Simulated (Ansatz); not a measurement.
PdTe (P6_3/mmc), Ansatz (an electronic-structure program) with PBEsol, DFPT electron-phonon coupling, linearised Boltzmann equation: phonon-limited resistivity 17.2 μΩ·cm at 300 K along z (a = (4.16, 0.00, 0.00) Å; b = (-2.08, 3.60, 0.00) Å; c = (0.00, 0.00, 5.61) Å), 22.4 μΩ·cm at 400 K.

Q: What temperature coefficient of resistance follows, and how does it compare with 1/T?

A: (ρ₄₀₀ − ρ₃₀₀)/(100 K × ρ₃₀₀) = 3.02×10⁻³ K⁻¹, against 1/T = 3.33×10⁻³ K⁻¹ for a resistivity proportional to T. Impurities would add a constant and lower it.

Q: What is the classical skin depth at 10 GHz (nonmagnetic, μ₀ = 1.257×10⁻⁶ H/m)?

A: δ = √(ρ/(π f μ₀)) = 2090 nm.

Q: Estimate the electronic thermal conductivity at 300 K by the Wiedemann-Franz law (L₀ = 2.44×10⁻⁸ W·Ω/K²).

A: L₀T/ρ = 2.44×10⁻⁸ × 300/(17.2×10⁻⁸) = 42.6 W/(m·K). Inelastic scattering puts the true Lorenz number somewhat under L₀ near and below the Debye temperature.

A metal at this level (no band gap). Only scattering by harmonic phonons is included (no impurities, grain boundaries, electron-electron scattering or thermal expansion). Spin-orbit coupling is left out. The squared frequency of the phonon mode least converged on the k mesh is uncertain by about 38 %. The run warned that the eigensolver left some states short of its tolerance. Halving the electron mesh (24x24x16) moves the resistivity by up to 10 % at 300 K. Smearing 0.20 eV; phonons on a 4x4x3 q mesh, which this run doesn't test.

Formula and space group known from diffraction (Crystallography Open Database), not checked to be the room-temperature form: PdTe (P6_3/mmc).
